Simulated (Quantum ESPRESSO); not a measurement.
Worked example: self-consistent single point of Mg₁₆Al₁₂Sn (I-43m, 29 atoms in the cell) in Quantum ESPRESSO.

Computed with LDA (PZ), GBRV 1.5 ultrasoft (LDA) pseudopotentials (plane waves; Quantum ESPRESSO).

```
CELL_PARAMETERS angstrom
      5.32223     5.32223     5.32223
     -5.32223     5.32223     5.32223
     -5.32223    -5.32223     5.32223
ATOMIC_POSITIONS crystal
  Mg 0.71494 0.60006 0.39994
  Mg 0.00000 0.39994 0.31500
  Mg 0.28506 0.31500 0.68500
  Mg 0.00000 0.68500 0.60006
  Mg 0.68500 0.31500 0.28506
  Mg 0.31500 0.39994 0.00000
  Mg 0.39994 0.60006 0.71494
  Mg 0.60006 0.68500 0.00000
  Mg 0.60006 0.00000 0.31500
  Mg 0.68500 0.71494 0.68500
  Mg 0.31500 0.00000 0.60006
  Mg 0.39994 0.28506 0.39994
  Mg 0.34594 0.00000 0.00000
  Mg 0.00000 0.00000 0.34594
  Mg 0.65406 0.34594 0.65406
  Mg 0.00000 0.65406 0.00000
  Al 0.18354 0.62925 0.37075
  Al 0.00000 0.37075 0.81279
  Al 0.81646 0.81279 0.18721
  Al 0.00000 0.18721 0.62925
  Al 0.18721 0.81279 0.81646
  Al 0.81279 0.37075 0.00000
  Al 0.37075 0.62925 0.18354
  Al 0.62925 0.18721 0.00000
  Al 0.62925 0.00000 0.81279
  Al 0.18721 0.18354 0.18721
  Al 0.81279 0.00000 0.62925
  Al 0.37075 0.81646 0.37075
  Sn 0.00000 0.00000 0.00000
```

Reference input (self-consistent single point, DFT, LDA (PZ), plane waves, GBRV 1.5 ultrasoft (LDA) pseudopotentials): ecutwfc = 40 Ry; ecutrho = 200 Ry; occupations = smearing; smearing = fd; degauss = 0.0036749 Ry; potentials = {Mg: mg_lda_v1.4.uspp.F.UPF, Al: al_lda_v1.uspp.F.UPF, Sn: sn_lda_v1.4.uspp.F.UPF}; K_POINTS = automatic 3 3 3 0 0 0; conv_thr = 1e-10 Ry. This run's input differs from it in these lines:

```diff
@@ -20,3 +20,3 @@
 &electrons
- conv_thr = 1.0d-10
+ conv_thr = 1.0d-5
 /
```

Log, with long lists cut:

```
     Self-consistent Calculation

     iteration #  1     ecut=    40.00 Ry     beta= 0.70

     total energy              =   -2237.24246814 Ry
     estimated scf accuracy    <       5.10691473 Ry

     iteration #  2     ecut=    40.00 Ry     beta= 0.70

     total energy              =   -2236.62112223 Ry
     estimated scf accuracy    <      14.75989358 Ry

     iteration #  3     ecut=    40.00 Ry     beta= 0.70

     total energy              =   -2239.33280694 Ry
     estimated scf accuracy    <       1.51215904 Ry

   [... 3 blocks of this kind left out ...]

     iteration #  7     ecut=    40.00 Ry     beta= 0.70
     c_bands:  1 eigenvalues not converged

     total energy              =   -2239.61236537 Ry
     estimated scf accuracy    <       0.00004083 Ry

     iteration #  8     ecut=    40.00 Ry     beta= 0.70
     End of self-consistent calculation

     the Fermi energy is     6.2549 ev

!    total energy              =   -2239.61236978 Ry
     estimated scf accuracy    <       0.00000407 Ry
     smearing contrib. (-TS)   =      -0.00803026 Ry
     internal energy E=F+TS    =   -2239.60433952 Ry

     convergence has been achieved in   8 iterations

     Forces acting on atoms (cartesian axes, Ry/au):

     atom    1 type  1   force =    -0.00020433    0.00000895   -0.00020433
     atom    2 type  1   force =     0.00020433   -0.00000895   -0.00020433
     atom    3 type  1   force =     0.00020433    0.00000895    0.00020433
     atom    4 type  1   force =    -0.00020433   -0.00000895    0.00020433
     atom    5 type  1   force =    -0.00000895   -0.00020433    0.00020433
   [... 20 lines left out ...]
   [... lines left out ...]
     Total force =     0.003579     Total SCF correction =     0.005960
   [... lines left out ...]
     SCF correction compared to forces is large: reduce conv_thr to get better values

          total   stress  (Ry/bohr**3)                   (kbar)     P=      -35.70
  -0.00024265   0.00000000  -0.00000000          -35.70        0.00       -0.00
   0.00000000  -0.00024265   0.00000000            0.00      -35.70        0.00
  -0.00000000   0.00000000  -0.00024265           -0.00        0.00      -35.70

   JOB DONE.
```

The run converged in 8 iterations. Against the reference run the free energy hardly moves (within 1 meV/atom), the pressure goes from -3.71 to -3.57 GPa and the largest force goes from 0.059 to 0.042 eV/Å. The full log also holds: “SCF correction compared to forces is large: reduce conv_thr to get better values”.

The starting cell comes from a database of computed structures (which also holds hypothetical and non-ambient phases and stackings), without a prior relaxation at this level. Its lattice was rescaled by a random factor within 2.5 % of one. With a pressure of about -4 GPa the cell is away from its equilibrium volume at this level.

Cost on one core of a shared machine: roughly 4 min.
